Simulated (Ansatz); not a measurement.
The reference is Ti in the hcp (Mg type) structure (space group P6_3/mmc, No. 194; a = 2.939 Å, c = 4.650 Å).

The values are results of Ansatz (a program for electronic structure) PBE, no spin-orbit coupling, not measurements.

One change was made to it. Results:

```csv
quantity,base,after
shortest interatomic distance,2.878 Å,3.138 Å
c/a ratio,1.582,1.582
```

Q: Which of these changes matches the shifts?
A) Ti → Hf
B) Ti → Sc
C) Ti → Zr

A: A, Ti → Hf. For comparison, the shortest interatomic distance in the other runs: Ti → Sc gives 3.216 Å; Ti → Zr gives 3.189 Å.

Stability against distortions was not tested. The final runs are not spin-polarised.
